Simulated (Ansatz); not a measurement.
Base system: MgO in the rock salt structure (space group Fm-3m, No. 225; a = 4.2537 Å).

Perturbation: hydrostatic tension (pressure −2 GPa).

Levels (all Ansatz, an electronic-structure program, PAW): PBE (420 eV, no spin-orbit coupling); HSE06 (420 eV, no SOC).

The geometry is relaxed with PBE.

| Quantity | Value |
|---|---|
| PBE band gap | 4.33 eV |

Question: What does HSE06 give at this geometry for the band gap?

Answer: The band gap increases by 1.70 eV to 6.03 eV.

Single points use the geometry relaxed with PBE. Load acts through the strain it causes; cell and atoms are relaxed under it. Stability against distortions was not tested.
